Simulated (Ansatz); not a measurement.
Consider the following.

```xyz
2
Lattice="2.4723 0.0000 0.0000 0.0000 2.4723 0.0000 1.2362 -1.2362 1.7706" Properties=species:S:1:pos:R:3 pbc="T T T"
C      0.0000     0.0000     0.0000
C      2.4723     1.2362     0.8853
```

No spin polarisation.

Computed with Ansatz (a first-principles code), LDA, PAW, cutoff 420 eV, spin-orbit coupling left out. k-mesh 16×16×16 (Γ-centred); smearing 0.05 eV (Fermi–Dirac).

Question: Predict the valence-band top at Γ, smallest direct gap, band gap and gap character.

Answer: Valence-band top at Γ (three highest levels, from the VBM): 0.00, 0.00, -0.20 eV
Smallest direct gap: 5.55 eV
Band gap: 4.05 eV
Gap character: indirect, Γ → Γ–X (75 % along)

The cells carry an imposed strain or load. Whether these cells are dynamically stable was not tested. The cell was made from C in the diamond structure (space group Fd-3m, No. 227) by this change: biaxial strain −1.00 %, plane normal [001], relaxed out of plane.
